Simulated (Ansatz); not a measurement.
Base system: AlRu in the CsCl type structure (space group Pm-3m, No. 221; a = 2.9770 Å; relaxed with 0.1 eV smearing). Axes: x, y, z lie along the cube axes.

Calculations: Ansatz (a program for electronic structure) PBEsol, no spin-orbit coupling.

Perturbation: the cell is stretched by 0.50 % along z with no lateral relaxation, atoms relaxed at fixed cell.

Task: Estimate the effect on the energy relative to the base.

Result: The energy goes up by 0.3 meV/atom.

Task: What happens to the stress?

Result: The stress (xx, yy, zz, yz, xz, xy; compression positive) is (-0.8, -0.8, -1.7, 0.0, 0.0, 0.0) GPa.

The cells carry an imposed strain or load. Whether these cells are dynamically stable was not tested. All final runs are without spin polarisation.
